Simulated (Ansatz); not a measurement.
Structures of equal composition on the (111) surface of fcc Pt: a layer of Ir in place of the second plane; a layer of Ir in place of the third plane. The slabs share one bottom face, and each structure is named by its start. These are constructed structures in small cells; real faces may alloy, dewet or reconstruct in larger ones, and not all known structures of the face are among them. Slabs of about 11 Å with all that they carry, Fermi-Dirac smearing of 0.1 eV. Bottom of the slabs: a bare face, its two planes held. Relaxed from the named starts with such symmetry as they have, on meshes of like density; energies extrapolated to zero smearing; no spin-orbit coupling, no U. Spin-polarised runs, if any, are marked in brackets, and their order is one that fits the cell; the others ran without spin.

These are PBE (plane waves to 420 eV, PAW; Ansatz, a program for electronic structure) values and carry that method's errors.

### Question
Order them by energy per 1x1 cell (lowest first) at the level PBE.

### Answer
a layer of Ir in place of the third plane (0.000 eV), a layer of Ir in place of the second plane (0.099 eV)
